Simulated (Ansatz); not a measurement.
How far to go with the k-point mesh: BiTe (Fm-3m, 2 atoms in the cell)

```xyz
2
Lattice="0.0000 3.2370 3.2370 3.2370 0.0000 3.2370 3.2370 3.2370 0.0000" Properties=species:S:1:pos:R:3 pbc="T T T"
Bi     0.0000     0.0000     0.0000
Te     3.2370     3.2370     3.2370
```

Method of the run: LDA (PW92), default PAW files made with PBE (plane waves; Ansatz, a quantum-chemistry and plane-wave program).

Base settings: basis.ecutwfc = 30.9 Ry; kpoints.mp_grid.grid = 9 9 9; hamiltonian.xc = lda; hamiltonian.pseudopotentials = {kind: paw} (the program's default PAW files); scf.occupations.method = fermi_dirac; scf.occupations.width = 0.0073 Ry.

The second cell is the first with its lattice scaled by 0.98.

Only quantities that move along the ladder and can be compared are tabulated.

The count of work is k-points × plane waves × bands × iterations; it is no time. 

The starting cell comes from a database of computed structures (which also holds hypothetical and non-ambient phases and stackings), without a prior relaxation at this level. Its lattice was rescaled by up to half a per cent. Ansatz's pressure includes its estimate of the finite-basis (Pulay) stress.

```tsv
kpoints.mp_grid.grid	free energy less the last step's (meV/atom)	energy of the compressed cell less the first (meV/atom)	pressure (GPa)	count of work / last
2 2 2	711.07	54.17	2.62	0.0059
3 3 3	47.65	-14.58	-2.59	0.0059
4 4 4	-18.97	-17.54	-2.83	0.012
5 5 5	-1.44	-19.27	-3.00	0.015
6 6 6	0.58	-16.80	-2.79	0.024
7 7 7	6.62	-16.20	-2.75	0.029
8 8 8	-2.67	-18.65	-2.93	0.043
9 9 9	1.56	-17.69	-2.85	0.051
10 10 10	-0.09	-17.65	-2.86	0.069
11 11 11	-0.68	-17.87	-2.87	0.082
13 13 13	-0.39	-17.68	-2.86	0.12
14 14 14	-0.01	-17.69	-2.86	0.15
16 16 16	0.10	-17.70	-2.86	0.21
17 17 17	0.13	-17.71	-2.86	0.24
19 19 19	0.08	-17.75	-2.86	0.32
21 21 21	0.05	-17.75	-2.86	0.42
23 23 23	-0.02	-17.76	-2.86	0.54
26 26 26	-0.03	-17.75	-2.86	0.75
29 29 29	0.00	-17.75	-2.86	1.0
```

Coarsest kpoints.mp_grid.grid that holds the energy of the compressed cell less the first within 0.5 meV/atom of the last step, with all finer ones: 9 9 9, at 0.051 of the last step's count of work; the step before is off by 0.91 meV/atom.

Coarsest kpoints.mp_grid.grid that holds the free energy within 1 meV/atom of the last step, with all finer ones: 10 10 10, at 0.069 of the last step's count of work; the step before is off by 1.6 meV/atom.

Coarsest kpoints.mp_grid.grid that holds the pressure within 1 GPa of the last step, with all finer ones: 3 3 3, at 0.0059 of the last step's count of work; the step before is off by 5.5 GPa.

The energy difference between the two cells stays within 1 meV/atom of the last step's from 8 8 8 on, the total only from 10 10 10 on: much of the error is common to both cells and cancels.

Keys are those of Ansatz 0.2.
